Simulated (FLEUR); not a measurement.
Band structure of HfZn2 (Fd-3m, 6 atoms in the cell).

```yaml
crystal:
  lattice:
    - [0.00000, 3.55564, 3.55564]
    - [3.55564, 0.00000, 3.55564]
    - [3.55564, 3.55564, 0.00000]
  atoms:
    - { symbol: Hf, position: [0.75000, 0.75000, 0.75000], spin: 1.0 }
    - { symbol: Hf, position: [0.50000, 0.50000, 0.50000], spin: 1.0 }
    - { symbol: Zn, position: [0.12500, 0.12500, 0.62500] }
    - { symbol: Zn, position: [0.12500, 0.62500, 0.12500] }
    - { symbol: Zn, position: [0.12500, 0.12500, 0.12500] }
    - { symbol: Zn, position: [0.62500, 0.12500, 0.12500] }
```
(The spins are starting values, not results.)

Level of theory: FLEUR with LDA (Vosko-Wilk-Nusair), all-electron FLAPW (FLEUR), scalar-relativistic valence.

Settings: Kmax = 3.8 1/bohr; GmaxXC = 11.4 1/bohr; xcFunctional = vwn; jspins = 2; l_soc = F; mode = hist; fermiSmearingEnergy = 0.00367493 Htr; mesh (inpgen div1-3) = 5 5 5; inpgen gamma flag = false; Gmax = 11.4 1/bohr; numbands = 0; maxIterBroyd = 15; imix = Anderson; alpha = 0.05.

The starting cell comes from a database of computed structures (which also holds hypothetical and non-ambient phases and stackings), without a prior relaxation at this level. Its lattice was rescaled by a random factor within 2.5 % of one. Spin-orbit coupling is off. Values depend on the basis (sphere radii, cutoffs, local orbitals), which need not be converged.

Levels in eV from the Fermi level, bands 47 to 54 of the first spin channel:
| point | 47 | 48 | 49 | 50 | 51 | 52 | 53 | 54 |
|---|---|---|---|---|---|---|---|---|
| Γ | -1.87 | -1.87 | -1.87 | -1.05 | -1.05 | -1.05 | 2.85 | 4.33 |
| X | -2.49 | -2.49 | 0.43 | 0.43 | 0.79 | 0.79 | 2.72 | 2.72 |
| W | -1.02 | -1.02 | 0.01 | 0.01 | 0.88 | 0.88 | 2.36 | 2.36 |
| K | -2.60 | -0.66 | 0.06 | 0.13 | 0.63 | 1.03 | 1.89 | 2.48 |
| L | -2.28 | -0.91 | -0.91 | -0.08 | -0.04 | -0.04 | 3.22 | 3.22 |
| U | -2.60 | -0.66 | 0.06 | 0.13 | 0.63 | 1.03 | 1.89 | 2.48 |
